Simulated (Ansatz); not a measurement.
The starting structures come from a database of crystals and need not be the phases stable at ambient conditions.

 Where the default PAW files enter, the runs use the earlier of Ansatz's two default sets.

Tunnelling through a barrier is set by its complex band structure: the current falls as exp(−2κd) with the smallest κ.

```
GeSe2
1.0
    6.36587     0.00000     0.00000
    0.82953     6.31159     0.00000
    2.76817    -3.15579     4.32377
Ge Se
2 4
Direct
  0.25000   0.25000   0.50000
  0.00000   0.00000   0.00000
  0.36296   0.88704   0.51204
  0.62500   0.12500   0.01204
  0.88704   0.36296   0.48796
  0.12500   0.62500   0.98796
```

Space group of this cell: Fdd2. The cell is strained (lengths along the current scaled by 1.03, ions clamped); by PBEsol its mean pressure is -1.8 GPa.

Transport runs along the normal of the first two printed cell vectors.

The gap is the functional's own, uncorrected, and κ follows it; spin-orbit coupling is left out. Mid-gap values are interpolated between the computed energies.

**Question.** Compute, with Ansatz (an electronic-structure program) with PBEsol, the band gap and the smallest decay constant κ at mid-gap.

**Answer.** Gap 1.51 eV on a 8×8×8 mesh; κ = 0.163 1/Å, at the zone centre.
